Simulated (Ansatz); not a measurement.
**Carrier properties of GaAs under load (space group R3m)**

Given:

```xyz
2
Lattice="-0.0342 2.8038 2.8038 2.8038 -0.0342 2.8038 2.8038 2.8038 -0.0342" Properties=species:S:1:pos:R:3 pbc="T T T"
Ga    -0.0050    -0.0050    -0.0050
As     1.3983     1.3983     1.3983
```

Calculation: PBEsol with spin-orbit coupling, rigid bands (plane waves, PAW; Ansatz, an electronic-structure program). Condition of this run: uniaxial stress along [111] of 2 GPa (compression positive) (the target of the relaxation). Cell: cell and atoms relaxed with PBEsol, then loaded as said.

```yaml
band_gap: 0.32 eV
hole conductivity mass (300 K, dilute): 0.25 mₑ
effective density of states N_v (300 K): 3.8e18 cm⁻³
density_of_states_mass_holes: 0.28 mₑ
Seebeck coefficient, p-type 1e19 cm⁻³, 300 K: 202 μV/K
```

Rigid bands; masses and Seebeck coefficients take one relaxation time τ for all states and one kind of carrier; polarons and phonon drag are left out.
